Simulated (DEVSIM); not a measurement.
System: Schottky contact on p-type GaAs, at 300 K.

| layer (left to right) | material | thickness (μm) | Na (cm⁻³) | τn (s) | τp (s) |
|---|---|---|---|---|---|
| 1 | GaAs | 0.910 | 2.2e16 | 8e-10 | 8e-10 |

Left contact: Schottky, work function 4.834 eV, emission velocity 3.7e6 cm/s. Right contact: ohmic. Voltage is applied to the left contact. Recombination: SRH at mid-gap, radiative, Auger. Mobility is μmin + (μ − μmin)/(1 + (N/Nref)^α).

Constants are typed, rounded textbook-type inputs, not results; the design itself was drawn at random and stands for no fabricated device. Values at 300 K; Nc and Nv go as T^1.5, mobilities as T to minus their exponent, the gap by Varshni's rule with the affinity fixed.

```tsv
parameter	GaAs
gap (eV)	1.424
affinity (eV)	4.07
permittivity	12.9
Nc (cm⁻³)	4.7e17
Nv (cm⁻³)	9e18
μn (cm²/Vs)	8500
μp (cm²/Vs)	400
μn,min	500
μp,min	20
Nref,n	6e16
Nref,p	1.5e17
αn	0.39
αp	0.38
T exponent of μn	2.1
T exponent of μp	2.2
B (cm³/s)	2e-10
Cn (cm⁶/s)	1e-30
Cp (cm⁶/s)	1e-30
Varshni α (eV/K)	0.000541
Varshni β (K)	204
```

Simulated with DEVSIM: 1D drift-diffusion, Boltzmann statistics, complete ionisation; no tunnelling, impact ionisation, image-force lowering or self-heating. Metal contacts follow the ideal Schottky-Mott rule: no Fermi-level pinning, no interface dipoles.

The temperature was swept, all else fixed.

| temperature (K) | dark forward voltage at 100 A/cm² (V) | potential step across the device at zero bias (V) | largest field in the device at zero bias (V/cm) |
|---|---|---|---|
| 250 | 0.471 | 0.558 | 57000 |
| 300 | 0.401 | 0.505 | 54000 |
| 350 | 0.335 | 0.449 | 51000 |
| 400 | 0.268 | 0.391 | 47000 |
| 450 | 0.199 | 0.332 | 42000 |
| 500 | (withheld) | 0.272 | (withheld) |

Task: Complete the blanks.

Result: 
- 500, dark forward voltage at 100 A/cm² (V): 0.137
- 500, largest field in the device at zero bias (V/cm): 37000
